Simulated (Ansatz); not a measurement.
**Effect of isotropic strain −5.47 % on InP**

Consider InP in the zinc blende structure (space group F-43m, No. 216; a = 5.879 Å).

Modification: the cell is scaled by 0.9453 in all directions, atoms relaxed at fixed cell.

Computed with PBEsol, PAW, 420 eV (Ansatz, a program for electronic structure; scalar-relativistic without spin-orbit coupling). Γ-centred 10×10×10 mesh, Fermi–Dirac width 0.05 eV.

```csv
quantity,base,changed,shift
volume per atom,25.39 Å³,21.45 Å³,-3.94 Å³
space group,F-43m (No. 216),F-43m (No. 216),–
energy relative to the base (free energy F),0 meV/atom,+174 meV/atom,+174 meV/atom
pressure,-0.01 GPa,16.55 GPa,+16.56 GPa
band gap,0.57 eV,1.32 eV,+0.75 eV
gap character,direct at Γ,"indirect, Γ → X",–
smallest direct gap,0.57 eV,1.45 eV,+0.88 eV
width of the top valence band,2.92 eV,3.75 eV,+0.824 eV
electron mass,0.046 mₑ (at Γ),"1.9 mₑ along k, 0.24 mₑ across (at X)",–
"valley order (the lowest conduction-band minima on the path, energy above the VBM, named in the base's zone)",Γ 0.57 eV; L along ⟨111⟩ 1.38 eV; X along ⟨100⟩ 1.65 eV,X along ⟨100⟩ 1.32 eV; Γ 1.45 eV; L along ⟨111⟩ 1.76 eV,–
```

Effective masses come from finite differences of ±0.01 Å⁻¹. Along k means along the line from Γ to the band edge. Stability against distortions was not tested.
